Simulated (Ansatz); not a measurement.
Effect of pressure 9 GPa on Zr

Start from Zr in the hcp (Mg type) structure (space group P6_3/mmc, No. 194; a = 3.2313 Å, c = 5.1732 Å).

Perturbation: a hydrostatic pressure of 9 GPa.

Level of theory: Ansatz (an electronic-structure program), PBE, PAW, cutoff 420 eV, spin-orbit coupling left out. Γ-centred 17×17×9 mesh, Fermi–Dirac width 0.05 eV.

The volume per atom drops by 1.89 Å³ to 21.50 Å³ and the density goes up by 0.57 g/cm³, from 6.48 g/cm³ to 7.05 g/cm³. The c/a ratio rises by 0.014 (1.601 → 1.615) and the enthalpy H = E + PV relative to the base's energy comes out as +1.26 eV/atom. The band gap is still zero.

Load acts through the strain it causes; cell and atoms are relaxed under it. Whether these cells are dynamically stable was not tested. All final runs are without spin polarisation. Measured, Zr leaves this structure (for the ω phase) near 3 GPa (temperature not stated; as listed in C. Cazorla, D. Alfè, M. J. Gillan, Physical Review B (2008)).
